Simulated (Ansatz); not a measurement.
Input and output of a self-consistent single point for RbOs₂O₆ (P1, 18 atoms in the cell) (Ansatz, a quantum-chemistry and plane-wave program).

Method of the run: LDA (PW92), default PAW files made with PBE (plane waves; Ansatz).

The change in words: lattice scaled by 1.03. Reference geometry:
```xyz
18
Lattice="0.0000 5.0760 5.0760 5.0760 0.0000 5.0760 5.0760 5.0760 0.0000" Properties=species:S:1:pos:R:3 pbc="T T T"
Rb    -0.0617     0.0676     0.1537
Rb     2.5486     2.5938     2.5076
Os     6.2772     3.8349     3.6824
Os     3.8887     3.8508     6.3999
Os     3.8411     6.3681     3.7777
Os     6.4019     6.2394     6.3955
O      7.7004     5.7729     7.5583
O      6.9087     5.0460     5.0396
O      7.5884     9.6090     7.5461
O      3.2158     5.0222     5.1751
O      7.5473     7.5957     5.5855
O      5.1453     6.9624     5.1364
O      7.5492     7.6213     9.6014
O      5.0240     3.2009     5.0698
O      5.6771     7.5407     7.5317
O      5.1507     5.0759     7.0763
O      9.5547     7.5985     7.5255
O      5.0244     4.9819     3.2195
```

Reference input (self-consistent single point, DFT, LDA (PW92), plane waves, default PAW files made with PBE): kpoints.mp_grid.grid = 3 3 3; hamiltonian.xc = lda; hamiltonian.pseudopotentials = {kind: paw} (the program's default PAW files); scf.occupations.method = methfessel_paxton; scf.occupations.width = 0.1 eV. This run's input differs from it in these lines:

```diff
@@ -2,5 +2,5 @@
   lattice:
-    - [0.00000000, 5.07599500, 5.07599500]
-    - [5.07599500, 0.00000000, 5.07599500]
-    - [5.07599500, 5.07599500, 0.00000000]
+    - [0.00000000, 5.22827500, 5.22827500]
+    - [5.22827500, 0.00000000, 5.22827500]
+    - [5.22827500, 5.22827500, 0.00000000]
   atoms:
```

Output (repeated stretches shortened):

```
SCF iter   1: F=—  HF=-57468.218018 eV  |F-HF|=—  |Δ(HF+E_count)|=         —  Δρ=1.69e-2  dr2=7.59e-1  ethr=1.77e-3  ⟨swp⟩=5.9  Hψ=5070  notcnv=0  defer=28
all-band conjugate gradients solve this SCF's bands
preconditioner: auto → LDOS
SCF iter   2: F=—  HF=-57468.095026 eV  |F-HF|=—  |Δ(HF+E_count)|=   1.23e-1  S|Δr|=    0.00e0  Δρ=6.43e-3  dr2=7.52e-2  ethr=4.93e-4  ⟨swp⟩=2.0  Hψ=2174  notcnv=0  defer=154
   [... lines left out ...]
SCF iter  10: F=—  HF=-57468.076451 eV  |F-HF|=—  |Δ(HF+E_count)|=   2.52e-7  S|Δr|=    0.00e0  Δρ=1.18e-5  dr2=4.38e-7  ethr=1.56e-9  ⟨swp⟩=2.1  Hψ=1431  notcnv=0  defer=154
SCF iter  11: F=—  HF=-57468.076451 eV  |F-HF|=—  |Δ(HF+E_count)|=   5.92e-8  S|Δr|=    0.00e0  Δρ=5.27e-6  dr2=1.12e-7  ethr=6.49e-11  ⟨swp⟩=10.2  Hψ=5762  notcnv=0
SCF iter  12: F=-57468.076451 eV  HF=-57468.076451 eV  |F-HF|=1.15e-8  |Δ(HF+E_count)|=   1.05e-8  S|Δr|=    0.00e0  Δρ=1.99e-6  dr2=1.30e-8  ethr=6.49e-11  ⟨swp⟩=3.0  Hψ=3371  notcnv=0
SCF 1 converged in 12 iterations: F = -57468.076451 eV  dr2 = 1.30e-8
Stability not checked (fill_not_monotonic)
Free energy (F): -57468.076451 eV
Internal energy: -57468.058818 eV  (E = F + TS)
E sigma→0 (E₀):  -57468.072043 eV
Entropy (-TS):   -0.017634 eV (-0.980 meV/atom)
Fermi energy:    6.945358 eV
--- Forces (eV/Å), atoms counted from 1 ---
  atom   1  Rb     0.04237577     0.00407069    -0.04435297
  atom   2  Rb     0.05444666    -0.08698443     0.04263892
  atom   3  Os     1.49732410    -1.70857187     1.59928986
  atom   4  Os    -1.03173043    -0.53583426    -1.64047860
   [... lines left out ...]
  atom  18  O     -0.82671219     1.69789818     0.04517189
--- Stress (GPa, compression-positive) ---
      -16.306863       0.069577       0.551096
        0.069577     -16.611176      -0.880589
        0.551096      -0.880589     -18.058575
  P = ⅓ Tr σ = -16.9922 GPa (-169.922 kbar)
  The stress holds the Pulay correction. Without it, at fixed plane waves, as pw.x and ABINIT print it: P = -17.6731 GPa
```

The run converged in 12 iterations. Against the reference run the free energy rises by 94.7 meV/atom, the pressure goes from -4.43 to -16.99 GPa and the largest force goes from 3.935 to 3.316 eV/Å.

The starting cell comes from a database of computed structures (which also holds hypothetical and non-ambient phases and stackings), without a prior relaxation at this level. Its atoms were displaced at random from the sites of space group no. 227. For this run, on top of that: lattice scaled by 1.03. Spin-orbit coupling is off. Spin polarisation is off. Forces in this geometry exceed 1 eV/Å. Ansatz's pressure includes its estimate of the finite-basis (Pulay) stress. Without the estimate this run gives -17.67 GPa.

Cost on one core of a shared machine: roughly 30 s.

Keys are those of Ansatz 0.2.
